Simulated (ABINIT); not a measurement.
**σxx against uniaxial strain in fluorite-structure HfO2 (space group 225): C11 (ABINIT, LDA)**

```
CELL_PARAMETERS angstrom
      0.00000     2.48100     2.48100
      2.44379     0.00000     2.48100
      2.44379     2.48100     0.00000
ATOMIC_POSITIONS crystal
  Hf 0.00000 0.00000 0.00000
  O  0.25000 0.25000 0.25000
  O  0.75000 0.75000 0.75000
```

Computed with LDA (PW92), norm-conserving pseudopotentials (PseudoDojo nc-sr-04 LDA standard) (plane waves; ABINIT). Settings: pseudos = [Hf.upf, O.upf]; ecut = 1497 eV; occopt = 3; tsmear = 0.01 eV; ngkpt = 14 14 14; nshiftk = 1; shiftk = 0 0 0; potentials = PseudoDojo nc-sr-04 LDA standard; nband = 17; kptopt = 1; nstep = 50; toldfe = 1e-09 Ha. The cell above is the first row's. The rows stretch one cube axis (x) by the strain ε and hold the other two. Stress is positive in tension. In all rows fractional positions and the k mesh are held.

```csv
ε (%),σxx (GPa)
-1.5,?
-1.0,-6.50
-0.5,-3.21
0.0,0.00
0.5,3.15
1.0,6.22
1.5,9.23
2.0,12.18
```

The 7 complete rows are fitted with a parabola, σxx against ε. Least squares gives σxx = 0.000 + 6.3605·ε - 0.1362·ε². Residuals (row less fit): -0.003, 0.004, 0.000, 0.004, -0.004, -0.004, 0.004; standard error 0.005 (degrees of freedom: 4). The slope at ε = 0, 6.3605 GPa per cent, gives C11 ≈ 100 × 6.3605 = 636 GPa, for the static lattice.

Problem. What does the fit predict for σxx at ε = -1.5, and how far is the calculated value from it?

Solution. σxx = 0.000 + 6.3605 × (-1.5) - 0.1362 × (-1.5)² = -9.847 GPa. The calculation gives -9.86 GPa, 0.013 GPa below the prediction (0.1 % of the range of σxx in the table). The row lies outside the fitted rows, so this is an extrapolation. From the scatter of the fitted rows alone, a prediction at this place has a standard error of 0.009 GPa, so the miss is 1.4 times that.

Carrying the step between the two nearest rows on in a straight line would have given -9.79, off by 0.07; series whose last step already gives the withheld value aren't shown. The reference cell has the volume at which an earlier scan in this program and functional put its minimum by a fit. This is a high-temperature phase, held here by symmetry. The runs keep the symmetry of the cell, so they don't test it for distortions. The unstrained cell stands at a pressure of 0.00 GPa, and the constants belong to that pressure. By symmetry this strain leaves no force on the atoms; the largest in the rows is 0.000 eV/Å. Spin-orbit coupling is off. Cutoffs and mesh are single choices, not tested for convergence of this quantity. Series with a scatter that would blur these digits, or in which a gap closes, are not shown. Strain series were run only where this level's volume lies within 10 % of a first guess from the measured size.
